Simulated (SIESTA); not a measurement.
Worked example: self-consistent single point of BiS (Cm, 4 atoms in the cell) in SIESTA.

Method: LDA PW92, numerical atomic orbitals DZP, PseudoDojo LDA standard norm-conserving potentials (rewritten from UPF to PSML) (SIESTA).

```
BiS
1.0
    2.83287    -2.79049     0.00000
    2.83287     2.79049     0.00000
   -1.65000     0.00000    10.87060
Bi S
2 2
Cartesian
  0.50638   0.00000   3.77547
  3.50937   0.00000   7.14514
  3.52021   0.00000   4.19170
  0.49554   0.00000   6.67890
```

Reference input (self-consistent single point, DFT, LDA PW92, numerical atomic orbitals DZP, PseudoDojo LDA standard norm-conserving potentials (rewritten from UPF to PSML)): XC.functional = LDA; XC.authors = PW92; potentials = PseudoDojo LDA standard; PAO.BasisSize = DZP; PAO.EnergyShift = 0.01 Ry; MeshCutoff = 350 Ry; kgrid.MonkhorstPack = 8 8 3; OccupationFunction = FD; ElectronicTemperature = 0.1 eV; MaxSCFIterations = 150; SCF.Mixer.Method = Pulay; SCF.Mixer.Weight = 0.2. This run's input differs from it in these lines:

```diff
@@ -30,8 +30,9 @@
 %block kgrid.MonkhorstPack
-    8   0   0  0.0
-    0   8   0  0.0
-    0   0   3  0.0
+   13   0   0  0.0
+    0  13   0  0.0
+    0   0   5  0.0
 %endblock kgrid.MonkhorstPack
-OccupationFunction           FD
-ElectronicTemperature        0.1 eV
+OccupationFunction           MP
+OccupationMPOrder            1
+ElectronicTemperature        1.0 eV
```

The program printed (abridged):

```
        iscf     Eharris(eV)        E_KS(eV)     FreeEng(eV)     dDmax    Ef(eV) dHmax(eV)
   scf:    1    -5044.877121    -5042.794699    -5042.861942  0.604220 -2.831892  4.349410
   scf:    2    -5044.031530    -5043.501563    -5043.557077  0.049601 -2.939707  2.939171
   scf:    3    -5043.861530    -5043.725137    -5043.772998  0.069226 -3.107213  1.660003
   scf:    4    -5043.733861    -5043.749306    -5043.800639  0.061272 -3.194594  1.140770
   scf:    5    -5043.779275    -5043.771474    -5043.826578  0.047286 -3.283199  0.158223
   [... 2 lines left out ...]
   scf:    8    -5043.772807    -5043.772145    -5043.829241  0.000838 -3.289015  0.004677
   scf:    9    -5043.772156    -5043.772151    -5043.829242  0.000208 -3.288260  0.005176
   scf:   10    -5043.772082    -5043.772117    -5043.829244  0.000186 -3.287333  0.002695
   scf:   11    -5043.772028    -5043.772073    -5043.829244  0.000063 -3.287356  0.000133
SCF Convergence by DM+H criterion
max |DM_out - DM_in|         :     0.0000631593
max |H_out - H_in|      (eV) :     0.0001333104
SCF cycle converged after 11 iterations

Using DM_out to compute the final energy and forces

siesta: E_KS(eV) =            -5043.7721

siesta: E_KS - E_eggbox =     -5043.7721

siesta: Atomic forces (eV/Ang):
     1    0.235398   -0.000000    0.154897
     2   -0.218985    0.000000   -0.202675
     3   -0.253693    0.000000    0.141283
     4    0.237478   -0.000000   -0.092694
   Tot    0.000198   -0.000000    0.000810
   Max    0.253693
   Res    0.162723    sqrt( Sum f_i^2 / 3N )
   Max    0.253693    constrained

Stress tensor Voigt[x,y,z,yz,xz,xy] (kbar):       11.63        9.40        8.33        0.00        1.42        0.00
(Free)E + p*V (eV/cell)    -5044.8788
   [... lines left out ...]
siesta: FreeEng =     -5043.829244
   [... lines left out ...]

siesta: Cell volume =        171.866594 Ang**3

siesta: Pressure (static):
siesta:                Solid            Molecule  Units
siesta:          -0.00006651         -0.00001751  Ry/Bohr**3
siesta:          -0.00610699         -0.00160796  eV/Ang**3
siesta:          -9.78447796         -2.57623036  kBar

siesta: Electric dipole (a.u.)  =    0.000000    0.000000   -0.013332
siesta: Electric dipole (Debye) =    0.000000    0.000000   -0.033887
```

The run converged in 11 iterations. Against the reference run the free energy rises by 11.9 meV/atom, the pressure hardly changes (-1.07 to -0.98 GPa) and the largest force goes from 0.251 to 0.298 eV/Å.

The starting cell comes from a database of computed structures (which also holds hypothetical and non-ambient phases and stackings), without a prior relaxation at this level. Its lattice was rescaled by up to half a per cent. One atom was moved a little off its site on purpose. Values carry the incompleteness of an atom-centred basis. The run gives no clean gap (levels at the Fermi energy touch, overlap or are partly filled at this smearing), which alone does not show that the compound is a metal.

Cost on one core of a shared machine: roughly 60 s.
